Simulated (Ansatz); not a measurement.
**WS2 with two functionals, pressure 22.5 GPa**

Start from WS2 in the 2H-MoS2 type structure (space group P6_3/mmc, No. 194; a = 3.1543 Å, c = 12.1409 Å; layered, stacked along the Cartesian z axis).

(Cell as relaxed with PBE-D3(BJ).)

Levels (all Ansatz, a quantum-chemistry and plane-wave program, PAW, earlier PAW set): PBE-D3(BJ) (420 eV, spin-orbit coupling left out); PBEsol-D3(BJ) (420 eV, no spin-orbit coupling).

Each level relaxes its own structure.

```json
[
 {"base": "volume per atom", "PBE-D3(BJ)": "17.44 Å³", "PBEsol-D3(BJ)": "16.49 Å³"},
 {"base": "lattice parameter a", "PBE-D3(BJ)": "3.154 Å", "PBEsol-D3(BJ)": "3.115 Å"},
 {"base": "band gap", "PBE-D3(BJ)": "0.88 eV", "PBEsol-D3(BJ)": "0.66 eV"}
]
```

Now apply this change: a hydrostatic pressure of 22.5 GPa.

```json
[
 {"quantity": "c/a ratio", "PBE-D3(BJ)": "3.635", "PBEsol-D3(BJ)": "3.637"},
 {"quantity": "lattice parameter a", "PBE-D3(BJ)": "3.013 Å", "PBEsol-D3(BJ)": "2.982 Å"}
]
```

PBE-D3(BJ)'s c/a ratio lies 0.0027 below PBEsol-D3(BJ)'s; PBE-D3(BJ)'s lattice parameter a lies 0.031 Å above PBEsol-D3(BJ)'s (1.0 %). Neither level is exact; PBEsol-D3(BJ) is the comparison here, not a measurement.

The mesh was chosen for an insulator and is coarse for the gapless case. Spin-orbit coupling, missing from the scalar runs, can matter with W. Load acts through the strain it causes; cell and atoms are relaxed under it. Stability against distortions was not tested. Competing high-pressure phases were not computed. All final runs are without spin polarisation.
